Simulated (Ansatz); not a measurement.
Defect migration in hcp Ru: Pt-vacancy pair (Pt on one host Ru site, one Ru site vacant), neutral cell. Method: PBE, PAW (plane waves to 420 eV; Ansatz, an electronic-structure program).

Cell of 36 host sites held at the relaxed PBE lattice; a 2×2×2 k-point mesh shifted by half a step along c; Fermi-Dirac width 0.10 eV, spin-restricted; finite-size errors left in. Static, classical nuclei. Spin-orbit coupling is left out. Forms of the defect that were not tried may lie lower.

Barriers: single points on a 4×4×4 k-point mesh shifted by half a step along c at the bands' geometries (they differ from the bands' own by up to 0.10 eV, and are uncertain by about as much).

The step: the Pt atom itself jumps into the vacancy (Pt-vacancy distance between ideal sites 2.66 Å throughout). Atoms about the jump, Cartesian Å from the middle of the jump, before and after:

| atom | x0 | y0 | z0 | x1 | y1 | z1 |
|---|---|---|---|---|---|---|
| Pt1 | 0.65 | 0.37 | -1.03 | -0.65 | -0.37 | 1.03 |
| Ru2 | -0.70 | -1.96 | -1.07 | -0.69 | -2.00 | -1.09 |
| Ru3 | 2.07 | -0.41 | 1.09 | 2.05 | -0.37 | 1.07 |
| Ru4 | -2.05 | 0.37 | -1.07 | -2.07 | 0.41 | -1.10 |
| Ru5 | 0.68 | 2.00 | 1.10 | 0.70 | 1.96 | 1.07 |
| Ru6 | 2.05 | -1.98 | -1.08 | 2.05 | -1.98 | -1.08 |
| Ru7 | 0.69 | -2.76 | 1.08 | 0.69 | -2.76 | 1.08 |
| Ru8 | -0.69 | 2.76 | -1.08 | -0.69 | 2.76 | -1.08 |
| Ru9 | -2.05 | 1.98 | 1.08 | -2.05 | 1.98 | 1.08 |
| Ru10 | -0.69 | -0.40 | -3.23 | -0.65 | -0.37 | -3.21 |
| Ru11 | 0.65 | 0.37 | 3.21 | 0.69 | 0.40 | 3.23 |
| Ru12 | -2.06 | -2.76 | 1.08 | -2.06 | -2.77 | 1.07 |
| Ru13 | 3.43 | 0.40 | -1.07 | 3.42 | 0.40 | -1.08 |
| Ru14 | -3.41 | -0.40 | 1.08 | -3.43 | -0.40 | 1.07 |
| Ru15 | 2.06 | 2.77 | -1.07 | 2.05 | 2.76 | -1.08 |
| Ru16 | -2.02 | 0.37 | 3.22 | -2.04 | 0.39 | 3.25 |
| Ru17 | 0.68 | 1.96 | -3.25 | 0.69 | 1.93 | -3.22 |
| Ru18 | -0.69 | -1.93 | 3.22 | -0.68 | -1.96 | 3.25 |
| Ru19 | 2.04 | -0.39 | -3.25 | 2.02 | -0.37 | -3.22 |

Q: Where do these atoms stand at the saddle point, and how high is it?

A: 
```json
[
 {"atom": "Pt1", "x": "0.00", "y": "0.00", "z": "-0.01"},
 {"atom": "Ru2", "x": "-0.74", "y": "-2.11", "z": "-1.18"},
 {"atom": "Ru3", "x": "2.20", "y": "-0.42", "z": "1.16"},
 {"atom": "Ru4", "x": "-2.20", "y": "0.42", "z": "-1.18"},
 {"atom": "Ru5", "x": "0.74", "y": "2.11", "z": "1.16"},
 {"atom": "Ru6", "x": "2.01", "y": "-1.97", "z": "-1.09"},
 {"atom": "Ru7", "x": "0.70", "y": "-2.73", "z": "1.07"},
 {"atom": "Ru8", "x": "-0.70", "y": "2.73", "z": "-1.09"},
 {"atom": "Ru9", "x": "-2.02", "y": "1.97", "z": "1.07"},
 {"atom": "Ru10", "x": "-0.67", "y": "-0.38", "z": "-3.19"},
 {"atom": "Ru11", "x": "0.66", "y": "0.38", "z": "3.17"},
 {"atom": "Ru12", "x": "-2.02", "y": "-2.73", "z": "1.06"},
 {"atom": "Ru13", "x": "3.38", "y": "0.39", "z": "-1.08"},
 {"atom": "Ru14", "x": "-3.38", "y": "-0.39", "z": "1.07"},
 {"atom": "Ru15", "x": "2.02", "y": "2.73", "z": "-1.08"},
 {"atom": "Ru16", "x": "-2.00", "y": "0.37", "z": "3.22"},
 {"atom": "Ru17", "x": "0.68", "y": "1.92", "z": "-3.24"},
 {"atom": "Ru18", "x": "-0.68", "y": "-1.92", "z": "3.22"},
 {"atom": "Ru19", "x": "2.00", "y": "-0.37", "z": "-3.24"}
]
```
It lies 2.11 eV above the start and 2.11 eV above the end. The saddle point's order was not checked, and it lies on a symmetry element of the cell, where a band can be held.
